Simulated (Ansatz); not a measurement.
Input and output of a relaxation of cell and atoms for Ni₃Fe (Pm-3m, 4 atoms in the cell) (Ansatz, an electronic-structure program).

Level of theory: PBE (plane waves, PAW; Ansatz).

```
CELL_PARAMETERS angstrom
      3.58763     0.00000     0.00000
      0.00000     3.58763     0.00000
      0.00000     0.00000     3.58763
ATOMIC_POSITIONS crystal
  Fe 0.00000 0.00000 0.00000
  Ni 0.00000 0.50000 0.50000
  Ni 0.50000 0.00000 0.50000
  Ni 0.50000 0.50000 0.00000
```
Moments meant for the start (each program seeds them in its own way; μB, in the order of the atoms Fe Ni Ni Ni): 3.0 0.5 0.5 0.5.

Reference input (self-consistent single point, DFT, PBE, plane waves, default PAW files): kpoints.mp_grid.grid = 7 7 7; hamiltonian.xc = pbe; hamiltonian.pseudopotentials = {kind: paw} (the program's default PAW files); magnetization.spin_polarized = true; scf.occupations.method = fermi_dirac; scf.occupations.width = 0.05 eV. This run's input differs from it in these lines:

```diff
@@ -19,2 +19,4 @@
   occupations: { method: fermi_dirac, width: 0.05 }
+relax:
+  cell: {}
 output:
```

The program printed (abridged):

```
   [... SCF lines of the steps left out ...]
relax step   1: F+E_penalty+E_count = -21999.98473968 eV  Δ(F+E_penalty+E_count) = +0.000e0 eV  max|allowed force component| = 2.272e-28 eV/Å  Δτ_max = 0.0000 Å  P = -6.157 GPa  Ω = 46.177 Å³  (15 SCF iters, dr2 threshold 1.00e-7 eV, accepted)
relax step   2: F+E_penalty+E_count = -22000.01043847 eV  Δ(F+E_penalty+E_count) = -2.570e-2 eV  max|allowed force component| = 1.433e-29 eV/Å  Δτ_max = 0.0000 Å  P = -2.713 GPa  Ω = 45.268 Å³  energy of the carried Pulay correction = +3.634e-4 eV  [...]
   [... lines left out ...]
relax step   4: F+E_penalty+E_count = -22000.01627868 eV  Δ(F+E_penalty+E_count) = -5.814e-6 eV  max|allowed force component| = 1.078e-29 eV/Å  Δτ_max = 0.0000 Å  P = -0.006 GPa  Ω = 44.620 Å³  energy of the carried Pulay correction = +6.271e-4 eV  [...]
relax step   5: F+E_penalty+E_count = -22000.01562214 eV  Δ(F+E_penalty+E_count) = +6.565e-4 eV  max|allowed force component| = 1.413e-29 eV/Å  Δτ_max = 0.0000 Å  P = +0.011 GPa  Ω = 44.620 Å³  stress off target by 1.15e-2 GPa  SCF on the basis [...]
basis re-selected at this cell: Δ(F+E_penalty+E_count) = +6.565e-4 eV, ΔP = +0.017 GPa vs the last step
the relaxation is at rest under the 48 symmetry operations that the run kept from its start: a minimum is not shown …
the relaxation's final electronic state is not compared with the one that a single-point calculation of its input finds at the relaxed geometry …
Magnetization: 4.9617 μB (37.4809 up, 32.5191 down)
   [... lines left out ...]
Absolute magnetization: 5.4634 μB (∫|ρ↑−ρ↓|, with the PAW one-centre terms)
Free energy (F): -22000.015622 eV
Fermi energy:    18.228269 eV
  cell:  # Å, volume = 44.6198 Å³
   [... lines left out ...]
    - [-1.2839532962581572e-34, -1.2839532962581572e-34, 3.546847727224436]
  atoms:
    - { symbol: Fe, position: [-7.068197556906153e-34, 4.831426178141525e-34, -9.841794066580549e-35] }
    - { symbol: Ni, position: [8.67867294962352e-34, 0.5, 0.5] }
    - { symbol: Ni, position: [0.5, -5.368251309051768e-35, 0.5] }
    - { symbol: Ni, position: [0.5, 0.5, 8.947085515024638e-36] }
```

The run converged. 

Summary of the result:
- Free energy E − TS (on the zero of these files) = -22000.0156 eV
- Fermi level (on the code's own zero) = 18.23 eV
- Pressure = 0.01 GPa
- Size of the cell's spin moment = 4.96 μB
- Final cell = a = 3.5468 Å, b = 3.5468 Å, c = 3.5468 Å, α = 90.00°, β = 90.00°, γ = 90.00°
- Final volume per atom = 11.15 Å³
- Relaxation steps = 5

The starting cell has typed, rounded lattice constants, without a prior relaxation at this level. Its lattice was rescaled by a random factor within 2.5 % of one. The magnetic order is the one reached from the typed start; others were not searched systematically. The relaxation keeps the symmetry of its start, so its end need not be a minimum. Ansatz's pressure includes its estimate of the finite-basis (Pulay) stress.

Cost on one core of a shared machine: roughly 30 s.

Keys are those of Ansatz 0.2.
